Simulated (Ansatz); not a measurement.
Abridged Ansatz (a program for electronic structure) output:

```
Relaxation: its limit of steps is 50 (relax.max_steps)
Pseudopotential: Sr, paw, valence charge 10
Pseudopotential: Ti, paw, valence charge 12
Pseudopotential: O, paw, valence charge 6
Crystal: 5 atoms, lattice volume = 57.179 Å³
Basis set: ecut = 420 eV, 1141 PW (Γ), exchange–correlation on 54×54×54 points (8 copies of the dense FFT grid, shifted against one another)
Bands: 25, of which v1, the nominal top of the filled ones, is band 20 counted from 1 (19 counted from 0)
Symmetry: 48 space group operations
k-points: 35 of 729
Functional: x = pbesol(κ = 0.804, μ = 0.12345679012345678), c = pbesol(β = 0.046)
SCF iter   1: F=—  HF=-7657.240294 eV  |F-HF|=—  |Δ(HF+E_count)|=         —  Δρ=1.66e-2  dr2=1.31e-1  ethr=1.77e-3  ⟨swp⟩=6.8  Hψ=4521  notcnv=0
SCF iter   2: F=—  HF=-7657.213692 eV  |F-HF|=—  |Δ(HF+E_count)|=   2.66e-2  Δρ=4.32e-3  dr2=1.16e-2  ethr=3.27e-4  ⟨swp⟩=2.0  Hψ=1550  notcnv=0  defer=25
SCF 1 converged in 8 iterations: F = -7657.211536 eV  dr2 = 3.02e-11
relax step   1: F+E_penalty+E_count = -7657.21153639 eV  Δ(F+E_penalty+E_count) = +0.000e0 eV  max|allowed force component| = 3.518e-29 eV/Å  Δτ_max = 0.0000 Å  (8 SCF iters, accepted)
SCF converged after 8 iterations
Free energy (F): -7657.211536 eV
Internal energy: -7657.211536 eV  (E = F + TS)
E sigma→0 (E₀):  -7657.211536 eV
Fermi energy:    11.400603 eV
--- Forces (eV/Å), atoms counted from 1 ---
  atom   1  Sr     0.00000000    -0.00000000     0.00000000
  atom   2  Ti     0.00000000     0.00000000    -0.00000000
  atom   3  O      0.00000000    -0.00000000     0.00000000
  atom   4  O      0.00000000    -0.00000000     0.00000000
  atom   5  O      0.00000000    -0.00000000     0.00000000
--- Stress (GPa, compression-positive) ---
        5.932753       0.000000      -0.000000
       -0.000000       5.932753       0.000000
        0.000000       0.000000       5.932753
  P = ⅓ Tr σ = 5.9328 GPa (59.328 kbar)
--- Relaxed structure (1 steps of the walk, 1 accepted, 0 SCFs on fresh bases) ---
  atoms:
    - { symbol: Sr, position: [0.0, 0.0, 0.0] }
    - { symbol: Ti, position: [0.5, 0.5, 0.5] }
    - { symbol: O, position: [0.0, 0.5, 0.5] }
    - { symbol: O, position: [0.5, 0.5, 0.0] }
    - { symbol: O, position: [0.5, 0.0, 0.5] }
```

Task: What was computed, and what are the main results?

Result: SrTiO3, 5 atoms in the cell, with plane-wave PAW DFT at the PBEsol level (Ansatz, 420 eV), scalar-relativistic without spin-orbit coupling. The last SCF converged to F = -7657.211536 eV, or -1531.4423 eV per atom, at a pressure of 5.93 GPa. The total energy compares only with runs of the same code, potentials and settings.

The cells carry an imposed strain or load. Stability against distortions was not tested. All final runs are without spin polarisation. The cell was made from SrTiO3 in the cubic perovskite structure (space group Pm-3m, No. 221) by this change: isotropic strain −0.99 %. Many cubic perovskites are stable only at high temperature; tilts and polar distortions were not tested.

Keys are those of Ansatz 0.2.
